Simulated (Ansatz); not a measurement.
The cell is built on a prototype and need not be the phase stable at ambient conditions.

The decay constant κ of evanescent states in the gap governs leakage through a thin film.

Input:

```xyz
4
Lattice="2.7834 0.0000 0.0000 0.0000 4.7967 0.0000 1.3917 0.0000 2.4105" Properties=species:S:1:pos:R:3 pbc="T T T"
Li     0.0000     0.0000     0.0000
Li     0.0000     2.3983     0.0000
F      1.3917     3.5975     0.8035
F      2.7834     1.1992     1.6070
```

Space group of this cell: P6_3/mmc, NiAs type. The cell was relaxed by PBE-D3(BJ); by r2SCAN its mean pressure is -0.6 GPa.

Transport runs along the normal of the first two printed cell vectors.

The gap is the functional's own. No spin-orbit coupling. Mid-gap values are interpolated on the energy grid.

### Question
Compute, with Ansatz (a first-principles code) with r2SCAN, the band gap and the smallest decay constant κ at mid-gap.

### Answer
Gap 10.11 eV on a 12×6×12 mesh; κ = 0.691 1/Å, at the zone centre.
